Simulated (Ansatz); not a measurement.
Abridged Ansatz (a quantum-chemistry and plane-wave program) output:

```
Relaxation: its limit of steps is 60 (relax.max_steps)
Pseudopotential: N, paw, valence charge 5
Pseudopotential: Cu, paw, valence charge 19
Crystal: 4 atoms, lattice volume = 51.725 Å³
Basis set: ecut = 420 eV, 1021 PW (Γ), exchange–correlation on 50×50×50 points (8 copies of the dense FFT grid, shifted against one another)
Bands: 38, of which v1, the nominal top of the filled ones, is band 31 counted from 1 (30 counted from 0)
Symmetry: 48 space group operations
k-points: 84 of 1728
Functional: x = pbesol(κ = 0.804, μ = 0.12345679012345678), c = pbesol(β = 0.046)
SCF iter   1: F=—  HF=-20143.667147 eV  |F-HF|=—  |Δ(HF+E_count)|=         —  Δρ=1.36e-2  dr2=6.73e-2  ethr=1.77e-3  ⟨swp⟩=6.0  Hψ=11238  notcnv=0  defer=25
SCF iter   2: F=—  HF=-20143.657150 eV  |F-HF|=—  |Δ(HF+E_count)|=   1.00e-2  Δρ=7.43e-3  dr2=1.77e-2  ethr=1.08e-4  ⟨swp⟩=2.0  Hψ=5876  notcnv=0  defer=134
SCF 1 converged in 8 iterations: F = -20143.650822 eV  dr2 = 8.83e-8
relax step   1: F+E_penalty+E_count = -20143.65082245 eV  Δ(F+E_penalty+E_count) = +0.000e0 eV  max|allowed force component| = 3.070e-29 eV/Å  Δτ_max = 0.0000 Å  P = +4.500 GPa  Ω = 51.725 Å³  (8 SCF iters, dr2 threshold 1.00e-7 eV, accepted)
[... steps on the carried basis left out ...]
relax step   7: F+E_penalty+E_count = -20143.59243509 eV  Δ(F+E_penalty+E_count) = -8.877e-10 eV  max|allowed force component| = 9.614e-30 eV/Å  Δτ_max = 0.0000 Å  P = +8.999 GPa  Ω = 50.327 Å³  stress off target by 8.47e-4 GPa  SCF on the basis re-selected at this cell (its energy is not comparable with the rows above)  (6 SCF iters)
SCF converged after 6 iterations
Free energy (F): -20143.592435 eV
Internal energy: -20143.590305 eV  (E = F + TS)
E sigma→0 (E₀):  -20143.591370 eV
Entropy (-TS):   -0.002130 eV (-0.533 meV/atom)
Fermi energy:    12.736967 eV
--- Forces (eV/Å), atoms counted from 1 ---
  atom   1  N      0.00000000    -0.00000000    -0.00000000
  atom   2  Cu     0.00000000     0.00000000     0.00000000
  atom   3  Cu     0.00000000    -0.00000000     0.00000000
  atom   4  Cu    -0.00000000    -0.00000000    -0.00000000
--- Stress (GPa, compression-positive) ---
        8.999153       0.000000      -0.000000
        0.000000       8.999153      -0.000000
       -0.000000      -0.000000       8.999153
  P = ⅓ Tr σ = 8.9992 GPa (89.992 kbar)
--- Relaxed structure (5 steps of the walk, 5 accepted, 2 SCFs on fresh bases) ---
  cell:  # Å, volume = 50.3272 Å³
    - [3.692050665457229, 5.1759367255406955e-34, 3.831798118520438e-34]
    - [2.608030133024382e-34, 3.692050665457229, 6.419766481290786e-35]
    - [1.2638915260041235e-34, 6.419766481290786e-35, 3.692050665457229]
  atoms:
    - { symbol: N, position: [2.8280631910708717e-47, -1.261968179747367e-37, -7.571809078983398e-38] }
    - { symbol: Cu, position: [0.5, 4.206560600757712e-38, 1.598493027733706e-37] }
    - { symbol: Cu, position: [8.076596350894432e-37, 1.0937057555204615e-37, 0.5] }
    - { symbol: Cu, position: [-2.692198783309721e-37, 0.5, -1.0937057558275622e-37] }
```

Problem. What was computed, and what are the main results?

Solution. Cu3N, 4 atoms in the cell, with PBEsol/PAW in Ansatz, no SOC, from a series relaxed to a target (pressure 9 GPa). The last SCF converged to F = -20143.592435 eV, or -5035.8981 eV per atom, at a pressure of 9.00 GPa. The total energy compares only with runs of the same code, potentials and settings.

Load acts through the strain it causes; cell and atoms are relaxed under it. Stability against distortions was not tested. No other phases were tried under pressure. The final runs are not spin-polarised. The cell was made from Cu₃N (space group Pm-3m, No. 221) by this change: pressure 9 GPa.

Keys are those of Ansatz 0.2.
